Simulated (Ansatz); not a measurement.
Where the default PAW files enter, the runs use the earlier of Ansatz's two default sets.

Crystal: CsBr (Pm-3m, CsCl type, 2 atoms a cell, 40.5 Å³ an atom); both levels run on this one cell.

Complex bands along the normal of (001) by Ansatz (plane waves, PAW, no spin-orbit coupling). r2SCAN gives a gap of 5.18 eV and a slowest mid-gap decay of 0.343 1/Å.

What does PBE give on the same cell, and what does that do to the current through 2 nm?

Gap 4.42 eV, κ = 0.315 1/Å. The mid-gap transmission through 2 nm changes by exp(2 × 20 × (0.343 − 0.315)) = a factor of 3.1 against r2SCAN.

Ansatz is a quantum-chemistry and plane-wave program.
